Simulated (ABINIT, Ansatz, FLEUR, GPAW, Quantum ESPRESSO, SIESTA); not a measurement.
One structure in several programs: MnF2 (P4_2/mnm, 6 atoms in the cell)

Self-consistent single point.

```
CELL_PARAMETERS angstrom
      4.92082     0.00000     0.00000
      0.00000     4.92082     0.00000
      0.00000     0.00000     3.34287
ATOMIC_POSITIONS crystal
  Mn 0.50000 0.50000 0.50000
  Mn 0.00000 0.00000 0.00000
  F  0.69517 0.69517 0.00000
  F  0.30483 0.30483 0.00000
  F  0.80483 0.19517 0.50000
  F  0.19517 0.80483 0.50000
```
Moments meant for the start (each program seeds them in its own way; μB, in the order of the atoms Mn Mn F F F F): 4.0 4.0 0.0 0.0 0.0 0.0.

Shared settings, as Ansatz (a program for electronic structure) writes them: kpoints.mp_grid.grid = 1 1 1; scf.occupations.method = fermi_dirac; scf.occupations.width = 0.0037 Ry. Potentials and cutoffs stand in the table.

```
code                                                                                                                                model  pressure (GPa)  largest force (eV/Å)  size of the net moment (μB/atom)           cutoff
----------------  -----------------------------------------------------------------------------------------------------------------------  --------------  --------------------  --------------------------------  ---------------
GPAW                                                                                         PBE, GPAW PAW datasets PBE (gpaw-data 1.0.1)               –                 0.277                              1.67           900 eV
Quantum ESPRESSO                                                          PBE, PseudoDojo standard norm-conserving (PBE) pseudopotentials            5.17                 0.284                              1.67           100 Ry
Ansatz                                                                                                             PBE, default PAW files            4.97                 0.294                              1.67          default
SIESTA            GGA PBE, numerical atomic orbitals DZP, PseudoDojo PBE standard norm-conserving potentials (rewritten from UPF to PSML)            0.95                 0.219                              1.67      grid 350 Ry
FLEUR                                                                        PBE, all-electron FLAPW (FLEUR), scalar-relativistic valence               –                     –                              1.67  Kmax 4.5 1/bohr
ABINIT                                                           PBE, norm-conserving pseudopotentials (PseudoDojo nc-sr-05 PBE standard)            5.16                 0.284                              1.67            48 Ha
```

A dash marks a value that a program does not give, or that is left out as unsure.

On Ansatz's run: the magnetic order is the one reached from the typed start; others were not searched systematically. The program warned that, by what it read of turns of the moments, another magnetic order lies lower.

The spread over the programs that give each value: pressure within 4.22 GPa; largest force within 0.075 eV/Å; size of the net moment within 0.00 μB/atom.

SIESTA uses small atom-centred bases, whose incompleteness enters pressures, forces and empty levels differently from a plane-wave cutoff. FLEUR treats all electrons, but the usual bases taken here (sphere radii, linearisation, local orbitals, empty states) were not tested for convergence, so the values are no reference for the others. Ansatz's pressure is given at a fixed set of plane waves, as the other plane-wave codes print theirs; with its correction for the finite basis it is 5.53 GPa (the shift of 0.56 GPa shows how far the cutoff is from converged). The pressure of GPAW is left out: its cutoff lies under the one at which its stress was checked. In the pressure, SIESTA (by 4.22) lies more than 1 GPa from the median of the plane-wave programs.

On the base mesh (4 4 5) the same programs gave: Ansatz pressure 0.23 GPa; Quantum ESPRESSO pressure 0.61 GPa; ABINIT pressure 0.60 GPa; SIESTA pressure -3.34 GPa.

The values differ from the base mesh's, so the mesh still matters here: the table compares the programs at equal settings.

The starting cell comes from a database of computed structures (which also holds hypothetical and non-ambient phases and stackings), without a prior relaxation at this level. Its lattice was rescaled by a random factor within 2.5 % of one.

Left out of this page: CP2K and Elk (unsound by tests on forces, stress, charge or solver warnings).

Keys are those of Ansatz 0.2.
